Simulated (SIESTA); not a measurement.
SIESTA run on GaGePt6 (I-42m, 8 atoms in the cell): self-consistent single point.

Method of the run: SIESTA with LDA PW92, numerical atomic orbitals DZP, PseudoDojo LDA standard norm-conserving potentials (rewritten from UPF to PSML).

```xyz
8
Lattice="-2.7605 2.7605 3.9762 2.7605 -2.7605 3.9762 2.7605 2.7605 -3.9762" Properties=species:S:1:pos:R:3 pbc="T T T"
Ga     0.0000     0.0000     0.0000
Ge     0.0000     0.0000     3.9762
Pt     1.0928     1.0928     5.9284
Pt     1.0928    -1.0928     2.0239
Pt     1.6677     1.6677     1.9522
Pt    -1.0928     1.0928     2.0239
Pt     0.0000     2.7605     0.0000
Pt     2.7605     0.0000     0.0000
```

Reference input (self-consistent single point, DFT, GGA PBEsol, numerical atomic orbitals DZP, PseudoDojo PBEsol standard norm-conserving potentials (rewritten from UPF to PSML)): XC.functional = GGA; XC.authors = PBEsol; potentials = PseudoDojo PBEsol standard; PAO.BasisSize = DZP; PAO.EnergyShift = 0.01 Ry; MeshCutoff = 350 Ry; kgrid.MonkhorstPack = 5 5 5; OccupationFunction = MP; OccupationMPOrder = 0; ElectronicTemperature = 200 meV; MaxSCFIterations = 150; SCF.Mixer.Method = Pulay. This run's input differs from it in these lines:

```diff
@@ -1,2 +1,2 @@
-# files in the folder: Ga.psml Ge.psml Pt.psml (PseudoDojo PBEsol standard)
+# files in the folder: Ga.psml Ge.psml Pt.psml (PseudoDojo LDA standard)
 SystemName  GaGePt6
@@ -29,4 +29,4 @@
 
-XC.functional                GGA
-XC.authors                   PBEsol
+XC.functional                LDA
+XC.authors                   PW92
 PAO.BasisSize                DZP
```

Output (repeated stretches shortened):

```
        iscf     Eharris(eV)        E_KS(eV)     FreeEng(eV)     dDmax    Ef(eV) dHmax(eV)
   scf:    1   -25746.890520   -25812.235042   -25812.333202  0.993475 -0.106329 12.661552
   scf:    2   -25848.528195   -25833.406166   -25833.493378  0.395988 -1.524166  5.704099
   scf:    3   -25839.996105   -25837.952489   -25838.041462  0.232402 -2.511967  2.649749
   scf:    4   -25838.417249   -25838.226307   -25838.316753  0.058425 -2.650339  1.000514
   scf:    5   -25838.270172   -25838.254946   -25838.346739  0.023887 -2.702730  0.287669
   [... 3 lines left out ...]
   scf:    9   -25838.256804   -25838.256814   -25838.348744  0.000407 -2.717962  0.004635
   scf:   10   -25838.256804   -25838.256809   -25838.348745  0.000073 -2.718305  0.000919
   scf:   11   -25838.256807   -25838.256808   -25838.348745  0.000016 -2.718380  0.000202
   scf:   12   -25838.256807   -25838.256808   -25838.348745  0.000006 -2.718409  0.000122
SCF Convergence by DM+H criterion
max |DM_out - DM_in|         :     0.0000061788
max |H_out - H_in|      (eV) :     0.0001222158
SCF cycle converged after 12 iterations

Using DM_out to compute the final energy and forces

siesta: E_KS(eV) =           -25838.2568

siesta: E_KS - E_eggbox =    -25838.2568

siesta: Atomic forces (eV/Ang):
     1    0.000743    0.000743   -0.000728
     2   -0.000616   -0.000616    0.000843
     3    0.214230    0.214230    0.202352
     4    0.212262   -0.212114   -0.204013
     5   -0.213564   -0.213564    0.208617
     6   -0.212114    0.212262   -0.204013
     7    0.002220   -0.002047   -0.000599
     8   -0.002047    0.002220   -0.000599
   Tot    0.001114    0.001114    0.001862
   Max    0.214230
   Res    0.148722    sqrt( Sum f_i^2 / 3N )
   Max    0.214230    constrained

   [... lines left out ...]
siesta: FreeEng =    -25838.348745
   [... lines left out ...]
siesta:     0.059901    0.000042   -0.000053
siesta:     0.000042    0.059901   -0.000053
siesta:    -0.000053   -0.000053    0.042668

siesta: Cell volume =        121.202885 Ang**3

siesta: Pressure (static):
siesta:                Solid            Molecule  Units
siesta:          -0.00058984         -0.00063331  Ry/Bohr**3
siesta:          -0.05415674         -0.05814826  eV/Ang**3
siesta:         -86.76867090        -93.16378390  kBar
```

The run converged in 12 iterations. Against the reference run the pressure goes from -3.74 to -8.68 GPa and the largest force goes from 0.425 to 0.367 eV/Å.

The starting cell comes from a database of computed structures (which also holds hypothetical and non-ambient phases and stackings), without a prior relaxation at this level. Spin polarisation is off. Values carry the incompleteness of an atom-centred basis. With a pressure of about -9 GPa the cell is away from its equilibrium volume at this level.

Cost on one core of a shared machine: roughly 50 s.
